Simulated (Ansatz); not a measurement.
```
BN
1.0
    2.45286     0.00000     0.00000
   -1.22643     2.12424     0.00000
    0.00000     0.00000     4.05643
B N
2 2
Cartesian
  1.22643   0.70808   4.05438
  0.00000   1.41616   2.02616
  1.22643   0.70808   2.53813
  0.00000   1.41616   0.50992
```

No spin polarisation.

Method: plane-wave PAW DFT at the PBE level (Ansatz, a first-principles code, 420 eV), no spin-orbit coupling. Γ-centred 15×15×8 mesh, Fermi–Dirac width 0.05 eV.

**Question.** Predict the width of the top valence band, band gap and smallest direct gap.

**Answer.** 
```json
{
 "width_of_the_top_valence_band": "6.02 eV",
 "band_gap": "4.95 eV",
 "smallest_direct_gap": "8.79 eV"
}
```

The cells carry an imposed strain or load. Whether these cells are dynamically stable was not tested. The cell was made from BN in the wurtzite structure (space group P6_3mc, No. 186) by this change: isotropic strain −3.98 %.
